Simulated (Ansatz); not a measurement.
**Sn on the 1x1 (110) surface of bcc Nb, one in a 2x2 cell, started at the site 'hollow Nb-Nb-Nb'**

The numbers are results of PBE (plane waves to 420 eV, PAW; Ansatz, an electronic-structure program), not measurements.

Slab: 17 atoms, 6.8 Å thick at the start under the adsorbate (thin: gaps and levels are the slab's own); k 5x5x1, smearing 0.1 eV, dipole-corrected; 8 atoms held, the rest relaxed; held to the start's symmetry, so lower structures may exist; no spin, no spin-orbit, no U, no dispersion correction. At the end it is bonded to 4 Nb. In PBE it is, or lies within 0.03 eV of, the lowest of the starts that converged.

adsorption energy against an atom of beta tin: -0.70 eV
work function of the top face: 4.62 eV
change of the work function: 0.15 eV
change of the step from the bottom to the top vacuum level, against the clean slab: 0.16 eV
energy released by relaxation: 0.28 eV
height of the binding atom over the mean of the host atoms within 0.3 Å of the top one: 2.261 Å
nearest host atoms of the binding atom: Nb at 2.86 Å, Nb at 2.86 Å, Nb at 3.17 Å
largest move of a host atom: 0.13 Å
note: in the relaxation the adsorbate left its starting site by 0.6 Å
cost: around 8 core-minutes (rough)

A negative adsorption energy means that the adsorbate is more stable on the surface than in its reference.
